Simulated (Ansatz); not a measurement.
PtSb (model structure, started from the CoSn type, P6/mmm, No. 191, 6 atoms in the cell) was calculated with LDA (PAW; Ansatz, a program for electronic structure).

Numerical settings: plane-wave cutoff 520 eV, 12×12×12 k mesh, Fermi–Dirac smearing 0.05 eV, scalar-relativistic PAW data made under PBE.

Cell (relaxed at this level):

```
CELL_PARAMETERS angstrom
      5.76425     0.00000     0.00000
     -2.88212     4.99198     0.00000
      0.00000     0.00000     4.37784
ATOMIC_POSITIONS crystal
  Pt 0.50000 0.00000 0.00000
  Pt 0.50000 0.50000 0.00000
  Pt 0.00000 0.50000 0.00000
  Sb 0.00000 0.00000 0.00000
  Sb 0.33333 0.66667 0.50000
  Sb 0.66667 0.33333 0.50000
```

### Question
What does this level give for the bulk modulus B0?

### Answer

- bulk modulus B0 = 138 GPa

The run finds no gap.

Note: the bulk modulus is −V dP/dV from two relaxed cells at ±2 % in volume; the relaxation could raise the start's symmetry but not lower it, so the cell can be a saddle point.

Spin–orbit coupling is not included; it can open a gap where bands touch, and shift volumes and moduli.

It cost roughly 6 core-minutes of CPU time.

A model structure was made by putting elements into a prototype or built by hand; it is no filed structure, need not be a known phase, and can be a saddle point held by its symmetry.
